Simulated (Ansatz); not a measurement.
Density of states of CsLiSO₄ (Pnma, 28 atoms in the cell).

```yaml
crystal:
  lattice:
    - [8.77238, 0.00000, 0.00000]
    - [0.00000, 5.42696, 0.00000]
    - [0.00000, 0.00000, 9.40568]
  atoms:
    - { symbol: O, position: [0.04100, 0.25000, 0.91400] }
    - { symbol: O, position: [0.54100, 0.25000, 0.58600] }
    - { symbol: O, position: [0.45900, 0.75000, 0.41400] }
    - { symbol: O, position: [0.95900, 0.75000, 0.08600] }
    - { symbol: Cs, position: [0.00000, 0.75000, 0.71300] }
    - { symbol: Cs, position: [0.50000, 0.75000, 0.78700] }
    - { symbol: Cs, position: [0.50000, 0.25000, 0.21300] }
    - { symbol: Cs, position: [0.00000, 0.25000, 0.28700] }
    - { symbol: Li, position: [0.31400, 0.25000, 0.58100] }
    - { symbol: Li, position: [0.81400, 0.25000, 0.91900] }
    - { symbol: Li, position: [0.18600, 0.75000, 0.08100] }
    - { symbol: Li, position: [0.68600, 0.75000, 0.41900] }
    - { symbol: O, position: [0.26500, 0.25000, 0.78400] }
    - { symbol: O, position: [0.76500, 0.25000, 0.71600] }
    - { symbol: O, position: [0.23500, 0.75000, 0.28400] }
    - { symbol: O, position: [0.73500, 0.75000, 0.21600] }
    - { symbol: S, position: [0.20100, 0.25000, 0.91700] }
    - { symbol: S, position: [0.70100, 0.25000, 0.58300] }
    - { symbol: S, position: [0.29900, 0.75000, 0.41700] }
    - { symbol: S, position: [0.79900, 0.75000, 0.08300] }
    - { symbol: O, position: [0.26000, 0.01800, 0.98100] }
    - { symbol: O, position: [0.76000, 0.48200, 0.51900] }
    - { symbol: O, position: [0.24000, 0.98200, 0.48100] }
    - { symbol: O, position: [0.74000, 0.51800, 0.01900] }
    - { symbol: O, position: [0.74000, 0.98200, 0.01900] }
    - { symbol: O, position: [0.24000, 0.51800, 0.48100] }
    - { symbol: O, position: [0.76000, 0.01800, 0.51900] }
    - { symbol: O, position: [0.26000, 0.48200, 0.98100] }
```

Method of the run: PBEsol, default PAW files made with PBE (plane waves; Ansatz, a first-principles code).

SCF settings: basis.ecutwfc = 30.9 Ry; kpoints.mp_grid.grid = 3 4 3; hamiltonian.xc = pbesol; hamiltonian.pseudopotentials = {kind: paw} (the program's default PAW files); scf.occupations.method = methfessel_paxton; scf.occupations.width = 0.02 Ry. Keys of the DOS step: output.dos.nscf_kmesh.grid = 6 8 6.

The starting cell comes from a database of published, mostly measured structures (it also holds non-ambient and calculated ones), without a prior relaxation at this level. Its lattice was rescaled by a random factor within 2.5 % of one.

Total DOS (both spins), as means of the tabulated values in each energy bin; the zero is the program's Fermi level or highest filled level, and the curve is cut to this window:

```
E (eV) | states/eV/cell
    -7.88 |  0.00
    -7.62 |  0.00
    -7.38 |  0.00
    -7.12 |  0.00
    -6.88 |  0.00
    -6.62 |  0.00
    -6.38 |  0.00
    -6.12 | ############ 14.3
    -5.88 | ################### 23.8
    -5.62 | ########################## 31.5
    -5.38 | ################# 20.3
    -5.12 | ############################ 34.8
    -4.88 | ############################# 35.3
    -4.62 |  0.00
    -4.38 |  0.00
    -4.12 |  0.00
    -3.88 |  0.00
    -3.62 |  0.00
    -3.38 | ######## 9.55
    -3.12 | ############################ 34.9
    -2.88 | ############################## 36.8
    -2.62 | ############ 14.8
    -2.38 |  0.00
    -2.12 |  0.00
    -1.88 |  0.00
    -1.62 |  0.00
    -1.38 |  0.00
    -1.12 |  0.00
    -0.88 |  0.00
    -0.62 |  0.00
    -0.38 |  0.00
    -0.12 |  0.00
     0.12 |  0.00
     0.38 |  0.00
     0.62 |  0.00
     0.88 |  0.00
     1.12 |  0.00
     1.38 |  0.00
     1.62 |  0.00
     1.88 |  0.00
     2.12 |  0.00
     2.38 |  0.00
     2.62 |  0.32
     2.88 | # 0.89
     3.12 | # 1.52
     3.38 | ## 3.04
     3.62 | ##### 6.74
     3.88 | ######### 10.5
     4.12 | ################ 20.0
     4.38 | ########### 13.3
     4.62 | ######## 9.44
     4.88 | ########### 14.0
     5.12 | ############### 18.1
     5.38 | ######### 11.4
     5.62 | ############## 17.3
     5.88 | ################## 21.5
```

The gap on the SCF mesh is 5.03 eV.

Keys are those of Ansatz 0.2.
